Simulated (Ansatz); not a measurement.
**A computed series for Al: point defects**

The parent structure is a 12-atom supercell of Al in the fcc (Cu type) structure (space group Fm-3m, No. 225; a = 3.992 Å) at its relaxed geometry.

One neutral defect a cell, atoms relaxed at fixed cell.

All numbers come from r2SCAN in Ansatz (plane waves to 500 eV, PAW, scalar-relativistic without spin-orbit coupling).

| case | pressure | largest displacement of a host atom from its site in the perfect cell |
|---|---|---|
| perfect supercell | -0.2 GPa | – |
| Al vacancy, symmetric start | -1.3 GPa | 0.05 Å |
| Cr on a Al site | -1.7 GPa | 0.03 Å |
| Li interstitial (started 2.00 Å from the nearest host atom) | [?] | [?] |
| Al interstitial (started 1.73 Å from the nearest host atom) | 18.4 GPa | 1.13 Å |
| H interstitial (started 1.73 Å from the nearest host atom), symmetric start | 2.1 GPa | 0.15 Å |

Question: Complete the table.

Answer: 
- Li interstitial (started 2.00 Å from the nearest host atom), pressure: 10.1 GPa
- Li interstitial (started 2.00 Å from the nearest host atom), largest displacement of a host atom from its site in the perfect cell: 0.42 Å

The magnetic state is the one reached from the starting moments; the real material's order can differ, and small cells can't hold many antiferromagnetic ones. The cell is small, so the values are those of an ordered compound at a high defect concentration; dilute-limit values will differ. Defects with a symmetric start kept the site's symmetry and may sit on a saddle; the others started slightly shaken. Spin-polarised in the final run: Cr on a Al site; the other runs are not.

Ansatz is a quantum-chemistry and plane-wave program.
